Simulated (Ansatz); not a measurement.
Lattice constant a of Sc2B2Si (model structure, started from the Ti2InB2 type, P-6m2, No. 187, 5 atoms in the cell) at several levels of theory

No measured value is used here.

```
level (code)     value (Å)
---------------  ---------
LDA (Ansatz)         3.103
PBE (Ansatz)         3.156
PBEsol (Ansatz)        [?]
r²SCAN (Ansatz)      3.161
```

**Question.** Some entries are withheld; supply them.

**Answer.** 
- PBEsol (Ansatz, a program for electronic structure), value (Å): 3.131

The crystal itself was run without spin with LDA, PBE, PBEsol, r²SCAN; a magnetic state was not tried in these runs. Cutoffs differ between the levels. Ansatz's density-functional and Hartree–Fock values are scalar-relativistic unless marked +SOC, with PAW data made under PBE.

A model structure was made by putting elements into a prototype or built by hand; it is no filed structure, need not be a known phase, and can be a saddle point held by its symmetry.
